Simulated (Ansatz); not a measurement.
Candidates (primitive cells; geometry: cell and atoms relaxed with PBEsol):
A. CdSe (F-43m), a = 4.3002 Å, b = 4.3002 Å, c = 4.3002 Å, α = 60.00°, β = 60.00°, γ = 60.00°
B. AlP (F-43m), a = 3.8683 Å, b = 3.8683 Å, c = 3.8683 Å, α = 60.00°, β = 60.00°, γ = 60.00°
C. GaAs (F-43m), a = b = c = 4.0013 Å, α = β = γ = 60.00°

Task: Rank these by electron conductivity mass (highest first), as PBEsol, rigid bands (Ansatz, an electronic-structure program) gives it.

Result: B (0.33 mₑ), A (0.061 mₑ), C (0.033 mₑ)

Masses are for dilute carriers at 300 K, harmonic means over directions unless an axis is named. Spin-orbit coupling is left out.
